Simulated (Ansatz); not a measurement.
Consider SiC in the zinc blende structure (space group F-43m, No. 216; a = 4.356 Å). Axes: x, y, z lie along the cube axes.

The values are results of r2SCAN (Ansatz, a program for electronic structure; PAW; 500 eV plane waves; spin-orbit coupling left out), not measurements.

Before the change:

* **Band gap**: 1.71 eV

One thing is altered: tensor shear ε_xy = +0.86 % (engineering shear γ = 0.0172), atoms relaxed at fixed cell.

Task: Estimate the effect on the energy relative to the base, band gap and stress.

Result: The energy increases by 2.5 meV/atom; the band gap shrinks by 0.10 eV (1.71 eV → 1.61 eV); the stress (xx, yy, zz, yz, xz, xy; compression positive) amounts to (0.07, 0.07, 0.00, 0.00, 0.00, -4.49) GPa.

The cells carry an imposed strain or load. Whether these cells are dynamically stable was not tested.
